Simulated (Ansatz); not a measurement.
Partial pair distribution functions of a relaxed model of amorphous Ti₂₀O₄₃Sb₂, broadened by 0.06 Å; density 3.81 g/cm³. These are PBE, scalar-relativistic without spin-orbit coupling (plane waves to 420 eV, PAW; Ansatz, an electronic-structure program) values and carry that method's errors.

It comes from a melt-quench run on a machine-learned potential (CHGNet), relaxed afterwards by DFT. O atoms were pushed apart under 1.9 Å during the dynamics, to hinder bonds among them. The hot cell started wider than the set density and was brought back towards it in steps. It is the lowest in DFT energy of 2 quenches. It is a model cell: composition and starting density were chosen by hand, and all elements were melted together. No dispersion term was used. Its density started from a set value of 3.81 and ended at 3.81 g/cm³. Cooling (nominally 360 K/ps over its main leg) ran many orders faster than in experiment, which tends to leave more defects and strain. A cell of this size samples the disorder only roughly. The volume was held where the preparation left it and the shape relaxed, at a PBE pressure of 1.5 GPa. Stress components on the final sampling reach 2.4 GPa. On a 2×2×2 Γ-centred mesh force components of up to 0.12 eV/Å stay, since the relaxation ran on the zone centre alone. Cycles of charging lowered its energy after that relaxation.

```
r (Å)  g Ti-O  g O-Sb  g Ti-Ti  g O-O
-----  ------  ------  -------  -----
1.55     0.00    0.00     0.00   0.00
1.65     0.23    0.00     0.00   0.00
1.75     3.09    0.00     0.00   0.00
1.85     6.56    0.17     0.00   0.00
1.95     6.05    2.09     0.00   0.00
2.05     3.38    4.44     0.00   0.00
2.15     1.29    2.35     0.00   0.00
2.25     0.52    1.82     0.00   0.02
2.35     0.14    1.09     0.00   0.28
2.45     0.04    0.65     0.00   0.93
2.55     0.13    0.54     0.00   1.24
2.65     0.09    0.06     0.00   2.38
2.75     0.10    0.50     0.02   3.14
2.85     0.14    0.85     0.42   3.17
2.95     0.18    1.16     1.43   2.12
3.05     0.28    0.83     1.93   1.40
3.15     0.41    1.72     1.57   0.92
3.25     0.49    1.41     1.68   0.99
3.35     0.58    0.79     1.95   1.03
3.45     0.81    0.59     2.89   0.89
3.55     0.83    0.74     2.90   0.62
3.65     1.06    0.61     2.56   0.58
3.75     1.16    0.64     1.25   0.80
3.85     1.37    0.75     0.60   0.80
3.95     1.08    1.03     0.42   0.63
4.05     0.99    1.25     0.31   0.55
4.15     1.32    1.48     0.22   0.62
4.25     1.66    1.33     0.42   0.60
4.35     1.91    0.92     0.45   0.65
4.45     1.72    1.58     0.78   0.85
4.55     1.39    1.10     0.53   0.82
```

Within 2.40 Å each Ti has 5.20 O neighbours on average.
